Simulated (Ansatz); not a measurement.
**TaAlB (model structure, started from the MoAlB type, Cmcm, No. 63, 6 atoms in the cell): properties by level of theory**

```tsv
level (code)	bulk modulus (GPa)	cohesive energy (eV/atom)
LDA (Ansatz)	?	7.45
PBE (Ansatz)	190	6.44
r²SCAN (Ansatz)	205	6.46
```

**Question.** Complete the blanks.

**Answer.** 
- LDA (Ansatz, a program for electronic structure), bulk modulus (GPa): 208

Caveats: the bulk modulus is −V dP/dV from two relaxed cells at ±2 % in volume (LDA, PBE, r²SCAN). Ansatz's density-functional and Hartree–Fock values are scalar-relativistic unless marked +SOC, with PAW data made under PBE.

Unless a cell is named, each level is at its own relaxed cell (LDA 12.10, PBE 12.63, r²SCAN 12.44 Å³/atom).

Free atoms are spin-polarised, in the lowest state found; at levels without +SOC their spin–orbit coupling is left out.

A model structure was made by putting elements into a prototype or built by hand; it is no filed structure, need not be a known phase, and can be a saddle point held by its symmetry.
